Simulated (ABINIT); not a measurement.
ABINIT run on Au (Fm-3m, 1 atom in the cell): self-consistent single point.

Method: PBEsol, norm-conserving pseudopotentials (PseudoDojo nc-sr-04 PBEsol standard) (plane waves; ABINIT 10.0.3).

```xyz
1
Lattice="0.0000 2.0339 2.0339 2.0339 0.0000 2.0339 2.0339 2.0339 0.0000" Properties=species:S:1:pos:R:3 pbc="T T T"
Au     0.0000     0.0000     0.0000
```

Reference input (self-consistent single point, DFT, PBEsol, plane waves, norm-conserving pseudopotentials (PseudoDojo nc-sr-04 PBEsol standard)): pseudos = [Au.upf]; ecut = 38 Ha; ixc = -116133; occopt = 3; tsmear = 0.00367493 Ha; ngkpt = 8 8 8; nshiftk = 1; shiftk = 0 0 0; potentials = PseudoDojo nc-sr-04 PBEsol standard; nband = 15; kptopt = 1; nstep = 100. This run's input differs from it in these lines:

```diff
@@ -19,3 +19,3 @@
 kptopt 1
-ngkpt 8 8 8
+ngkpt 27 27 27
 nshiftk 1
```

Log, with long lists cut:

```
--- !BeginCycle
solver: {iscf: 7, nstep: 100, nline: 4, wfoptalg: 0, }
tolerances: {tolvrs: 1.00E-10, }
...

     iter   Etot(hartree)      deltaE(h)  residm     vres2
 ETOT  1  -147.37294397821    -1.474E+02 1.540E-01 7.349E+01
 ETOT  2  -147.41022957834    -3.729E-02 4.770E-02 5.148E+01
 ETOT  3  -147.42229452629    -1.206E-02 6.330E-03 5.009E-03
 ETOT  4  -147.42229698539    -2.459E-06 5.497E-03 3.103E-04
 ETOT  5  -147.42229702071    -3.532E-08 3.280E-03 3.521E-06
 ETOT  6  -147.42229702112    -4.167E-10 2.558E-03 3.577E-09
 ETOT  7  -147.42229702112     5.116E-12 3.116E-03 1.109E-10
 ETOT  8  -147.42229702112    -4.519E-12 1.807E-03 1.035E-13
 At SCF step    8       vres2   =  1.03E-13 < tolvrs=  1.00E-10 =>converged.

 Cartesian components of stress tensor (hartree/bohr^3)
  sigma(1 1)= -5.36652964E-05  sigma(3 2)=  0.00000000E+00
  sigma(2 2)= -5.36652964E-05  sigma(3 1)=  0.00000000E+00
  sigma(3 3)= -5.36652964E-05  sigma(2 1)=  0.00000000E+00

 ----iterations are completed or convergence reached----

 reduced coordinates (array xred) for    1 atoms
       0.000000000000      0.000000000000      0.000000000000
 cartesian forces (eV/Angstrom) at end:
    1     -0.00000000000000    -0.00000000000000    -0.00000000000000
 frms,max,avg= 0.0000000E+00 0.0000000E+00   0.000E+00  0.000E+00  0.000E+00 e/A
 length scales=  5.435496126800  5.435496126800  5.435496126800 bohr
              =  2.876340667682  2.876340667682  2.876340667682 angstroms
   [... lines left out ...]
 Fermi (or HOMO) energy (eV) =  13.15298   Average Vxc (eV)= -13.93566
   [... lines left out ...]
total_energy        : -1.47422297021121E+02
total_energy_eV     : -4.01156471376467E+03
band_energy         : -1.29031838480456E+01
...

-Cartesian components of stress tensor (GPa)         [Pressure=  1.5789E+00 GPa]
- sigma(1 1)= -1.57888727E+00  sigma(3 2)=  0.00000000E+00
- sigma(2 2)= -1.57888727E+00  sigma(3 1)=  0.00000000E+00
- sigma(3 3)= -1.57888727E+00  sigma(2 1)=  0.00000000E+00

 Calculation completed.
```

The run converged in 8 iterations. Against the reference run the free energy falls by 35.8 meV/atom and the pressure goes from 2.53 to 1.58 GPa.

The starting cell has typed, rounded lattice constants, without a prior relaxation at this level. Its lattice was rescaled by up to half a per cent.

Cost on one core of a shared machine: roughly 3 min.
